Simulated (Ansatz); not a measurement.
The reference is AlP in the zinc blende structure (space group F-43m, No. 216; a = 5.4705 Å).

Level of theory: PBEsol (Ansatz, a program for electronic structure, PAW, scalar-relativistic without spin-orbit coupling).

One change was made to it. Results:

The band gap changes from 1.45 eV to zero; the shortest interatomic distance grows by 0.240 Å, from 2.369 Å to 2.609 Å.

Task: Name the change that was made.
A. Al → Na
B. P → C
C. P → Hg
D. Al → Bi

Result: C, P → Hg. For comparison, the shortest interatomic distance in the other runs: Al → Na gives 2.741 Å; Al → Bi gives 2.774 Å; P → C gives 2.005 Å.

Whether these cells are dynamically stable was not tested. As relaxed here, AlHg, NaP, BiP and AlC are hypothetical phases, not in the database extracts checked. All final runs are without spin polarisation. An odd electron count without spin: AlHg and AlC.
